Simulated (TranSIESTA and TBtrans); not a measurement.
Run with TranSIESTA and TBtrans (open boundaries, self-consistent; PseudoDojo norm-conserving potentials, scalar-relativistic): PAO.BasisSize DZP, PAO.EnergyShift 0.15 eV, XC.Authors PBE, Mesh.Cutoff 200 Ry, ElectronicTemperature 300 K, TS.Voltage 0.0 eV, TBT.Elecs.Eta 0.001 eV, no spin polarisation.

Junction: Pb chain with one bond stretched by 2.0 Å. Leads: straight Pb chain, spacing 3.021 Å. Geometry: as built, not relaxed.

Question: Predict: conductance at 300 K (G0 = 2e²/h); thermopower (μV/K); mean T from −0.5 to 0.5 eV.

Answer: conductance at 300 K (G0 = 2e²/h): 0.29; thermopower (μV/K): -2.2; mean T from −0.5 to 0.5 eV: 0.24. The straight chain is held at its spacing; free chains may zigzag or dimerise. No spin-polarised start was tried, so a magnetic state, if there is one, is missed. Spin-orbit coupling, left out here, matters for the heavy atoms.
